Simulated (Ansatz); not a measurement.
**What biaxial strain −0.29 %, plane normal [111], relaxed out of plane does to TiN**

Base system: TiN in the rock salt structure (space group Fm-3m, No. 225; a = 4.204 Å). Axes: x, y, z lie along the cube axes.

The change: biaxial strain −0.29 %, plane normal [111], relaxed out of plane (Cartesian); in-plane vectors clamped, the third vector and the atoms free.

Computed with Ansatz (a quantum-chemistry and plane-wave program), PBEsol, PAW, cutoff 420 eV, spin-orbit coupling left out. Settings: 19×19×19 k-points, 0.05 eV Fermi–Dirac smearing.

- Space group = R-3m (No. 166) (base Fm-3m (No. 225))
- Shortest interatomic distance = 2.099 Å (base 2.102 Å)
- Energy relative to the base (free energy F) = +0.3 meV/atom
- Band gap = zero (base zero)
- Out-of-plane strain = +0.20 % (rough)
- Mean in-plane stress (compression positive) = +1.7 GPa (rough)

Final structure (turned so that z lies along the plane normal):

```
TiN
1.0
    2.96403     0.00000     0.00000
    1.48201     2.56692     0.00000
    1.48201    -0.85564     2.43203
N Ti
1 1
Cartesian
  0.00000   0.00000   0.00000
  1.48201   0.85564   1.21601
```

Without a gap, meshes like the base's 19×19×19 leave anisotropic stresses uncertain by several tenths of a GPa, and small strain energies with them. No phonon test of stability was made. All final runs are without spin polarisation. An odd electron count without spin: TiN.
